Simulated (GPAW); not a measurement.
**GPAW run on Sr (Fm-3m, 1 atom in the cell): self-consistent single point**

Method: PBE, GPAW PAW datasets PBE (gpaw-data 1.0.1) (plane waves; GPAW).

Input as run:

```python
from ase import Atoms
from ase.units import GPa
from gpaw import GPAW

atoms = Atoms(['Sr'],
              cell=[[0.000000, 3.033605, 3.033605],
                    [3.033605, 0.000000, 3.033605],
                    [3.033605, 3.033605, 0.000000]],
              scaled_positions=[[0.000000, 0.000000, 0.000000]],
              pbc=True)

calc = GPAW(mode={'name': 'pw', 'ecut': 550},
            xc='PBE',
            kpts={'size': (8, 8, 8), 'gamma': True},
            occupations={'name': 'fermi-dirac', 'width': 0.1},
            nbands=-7,
            symmetry={'symmorphic': False, 'tolerance': 0.0005},
            maxiter=120,
            txt='-')

atoms.calc = calc

energy = atoms.get_potential_energy()
print('Energy (eV):', round(energy, 6))
forces = atoms.get_forces()
print('Forces (eV/Ang):')
print(forces.round(5))
stress = atoms.get_stress()
print('Stress (GPa, Voigt):', (stress / GPa).round(4))
```

Log, with long lists cut:

```
Input parameters:
  kpts: {gamma: True,
         size: (8, 8, 8)}
  maxiter: 120
  mode: {ecut: 550,
         name: pw}
  nbands: -7
  occupations: {name: fermi-dirac,
                width: 0.1}
  symmetry: {symmorphic: False,
             tolerance: 0.0005}
  xc: PBE

species:
  Sr:
    name: Strontium
    Z: 38.0
    valence: 10
    core: 28
    charge: 0.0
    file: Sr.PBE.gz

    # Using partial waves for Sr as LCAO basis

Reference energy: -86496.770008  # eV

Spin-paired calculation

Convergence criteria:
 Maximum [total energy] change in last 3 cyles: 0.0005 eV / valence electron
 Maximum integral of absolute [dens]ity change: 0.0001 electrons / valence electron
 Maximum integral of absolute [eigenst]ate change: 4e-08 eV^2 / valence electron
 Maximum number of scf [iter]ations: 120

Symmetries present (total): 48
Symmetries with fractional translations: 0
512 k-points: 8 x 8 x 8 Monkhorst-Pack grid + [1/16,1/16,1/16]
29 k-points in the irreducible part of the Brillouin zone
       k-points in crystal coordinates                weights
   0:     0.00000000    0.00000000    0.00000000          1/512
   1:     0.12500000    0.12500000    0.00000000          6/512
   2:     0.12500000    0.12500000    0.12500000          8/512
   [... 7 lines left out ...]
          ...
  28:     0.50000000    0.50000000    0.50000000          4/512

Wave functions: Plane wave expansion
  Cutoff energy: 550.000 eV
  Number of coefficients (min, max): 1622, 1660
  Pulay-stress correction: 0.000000 eV/Ang^3 (de/decut=0.000000)

Occupation numbers: Fermi-Dirac:
  width: 0.1000  # eV

Eigensolver

Densities:
  Coarse grid: 24*24*24 grid
  Fine grid: 48*48*48 grid
  Total Charge: 0.000000

Density mixing:
  Method: separate
  Backend: pulay
  Linear mixing parameter: 0.05
  old densities: 5
  Damping of long wavelength oscillations: 50

Hamiltonian:
  XC and Coulomb potentials evaluated on a 48*48*48 grid
  External potential:
    NoExternalPotential

XC parameters: PBE with 2 nearest neighbor stencil

Number of atoms: 1
Number of atomic orbitals: 5
Number of bands in calculation: 12
Number of valence electrons: 10
Bands to converge: occupied

Density initialized from atomic densities
  5 bands from LCAO basis set
  7 bands from random numbers

Atomic positions and initial magnetic moments

Positions:
   0 Sr     0.000000    0.000000    0.000000    ( 0.0000,  0.0000,  0.0000)

Unit cell:
           periodic     x           y           z      points  spacing
  1. axis:    yes    0.000000    3.033605    3.033605    24     0.1460
  2. axis:    yes    3.033605    0.000000    3.033605    24     0.1460
  3. axis:    yes    3.033605    3.033605    0.000000    24     0.1460

  Lengths:   4.290165   4.290165   4.290165
  Angles:   60.000000  60.000000  60.000000

Effective grid spacing dv^(1/3) = 0.1593

     iter     time        total  log10-change:
                         energy   eigst   dens
iter:   1 --:--:--    -1.655033
iter:   2 --:--:--    -1.720152   -1.21  -1.60
iter:   3 --:--:--    -1.715178   -2.44  -1.59
iter:   4 --:--:--    -1.683549   -2.26  -1.62
iter:   5 --:--:--    -1.684640   -3.61  -2.10
iter:   6 --:--:--    -1.684185c  -3.64  -2.15
iter:   7 --:--:--    -1.684219c  -4.39  -2.47
iter:   8 --:--:--    -1.684234c  -5.68  -3.28
iter:   9 --:--:--    -1.684179c  -5.34  -3.19
iter:  10 --:--:--    -1.684181c  -7.08  -3.80
iter:  11 --:--:--    -1.684181c  -8.42c -4.68c

Converged after 11 iterations.

Dipole moment: (-0.000000, -0.000000, -0.000000) |e|*Ang

Energy contributions relative to reference atoms: (reference = -86496.770008)

Kinetic:         -1.150152
Potential:       +2.599569
External:        +0.000000
XC:              -3.007165
Entropy (-ST):   -0.040033
Local:           -0.106416
SIC:             +0.000000
--------------------------
Free energy:     -1.704198
Extrapolated:    -1.684181

Showing only first 2 kpts
 Kpt  Band  Eigenvalues  Occupancy
  0     3    -15.04425    2.00000
  0     4     -0.15425    2.00000
  0     5      5.82126    0.00000
  0     6      5.82126    0.00000

  1     3    -15.05421    2.00000
  1     4      0.17220    2.00000
  1     5      5.37670    0.00000
  1     6      5.97814    0.00000

Fermi level: 3.43911

No gap
No difference between direct/indirect transitions
Energy (eV): -1.684181

Forces in eV/Ang:
  0 Sr    0.00000    0.00000    0.00000

Stress tensor:
     0.000912    -0.000000    -0.000000
    -0.000000     0.000912     0.000000
    -0.000000     0.000000     0.000912
Stress (GPa, Voigt): [ 0.1461  0.1461  0.1461  0.     -0.     -0.    ]
```

The run converged in 11 iterations. GPAW prints stress with tension positive.

The starting cell comes from a database of computed structures (which also holds hypothetical and non-ambient phases and stackings), without a prior relaxation at this level.
